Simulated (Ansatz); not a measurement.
An ideal cubic perovskite cell is held by its symmetry; such compounds can tilt or shift off centre at room temperature. The starting structures come from a database of crystals and need not be the phases stable at ambient conditions.

 Where the default PAW files enter, the runs use the earlier of Ansatz's two default sets.

Crystal: SrHfO₃ (Pm-3m, cubic perovskite, not sure to be the ambient phase, 5 atoms a cell, 14.2 Å³ an atom, -4 GPa at this level); planes in its conventional cell.

Calculation: PBEsol (plane waves, PAW; Ansatz, a quantum-chemistry and plane-wave program).

The gap is the functional's own. No spin-orbit coupling. Mid-gap values are interpolated on the energy grid.

```csv
plane,area of the cell (Å²),mid-gap κ (1/Å),largest κ in the gap (1/Å)
(001),17.1,0.28,0.29
(111),29.7,…,…
(110),24.3,0.28,0.28
```

Q: The slowest decay depends on the direction. Supply the withheld values.

A: 
- (111), mid-gap κ (1/Å): 0.32
- (111), largest κ in the gap (1/Å): 0.32
